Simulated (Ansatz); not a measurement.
**Mg on the Ga site in metastable zinc-blende GaN**

Computed with PBE, PAW (plane waves to 420 eV; Ansatz, an electronic-structure program). Cell: 64 sites, 2×2×2; final energies on a 2×2×2 shifted mesh. Site at the start: the Ga site. Charged cells carry a point-charge image correction with potential alignment at far atoms. Dielectric constants: PBE linear response of the host. Host gap at this level: 1.54 eV. These values are not converged in cell size to better than tenths of an eV. PBE underestimates the host's gap, which shifts levels and can delocalise carriers. Spin–orbit coupling is left out. Each state is the lowest found from its start.

```
charge         moment (μB)  largest move off a lattice site (Å)  image correction with alignment (eV)
------  ------------------  -----------------------------------  ------------------------------------
+1*     not spin-polarised                                 0.09                                     –
0*                     1.0                                 0.09                                     –
−1      not spin-polarised                                 0.08                                  0.26
```

* At this level the carrier isn't localised at the defect: at charge +1 holes occupy the valence band; at charge 0 holes occupy the valence band. Such a state is shallow or no state of the defect, and this cell gives it no level.
